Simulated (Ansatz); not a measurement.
**Response to strain in Ca**

Consider Ca in the fcc (Cu type) structure (space group Fm-3m, No. 225; relaxed with 0.1 eV smearing).

```
Ca
1.0
    0.00000     2.76325     2.76325
    2.76325     0.00000     2.76325
    2.76325     2.76325     0.00000
Ca
1
Direct
  0.00000   0.00000   0.00000
```

Strains are applied to the cell and any free atomic positions relax.

Computed with PBE (Ansatz, a quantum-chemistry and plane-wave program, PAW, no spin-orbit coupling).

Candidates:
(a) isotropic strain +2.00 %
(b) isotropic strain +1.50 %
(c) isotropic strain −2.50 %
(d) isotropic strain −1.00 %

Notes on the quantities. energy relative to the base: free energy F.

### Question
Order them by energy relative to the base, lowest first.

### Answer
(d) isotropic strain −1.00 % (+2.2 meV/atom), (b) isotropic strain +1.50 % (+4.4 meV/atom), (a) isotropic strain +2.00 % (+7.8 meV/atom), (c) isotropic strain −2.50 % (+14 meV/atom)

Whether these cells are dynamically stable was not tested.
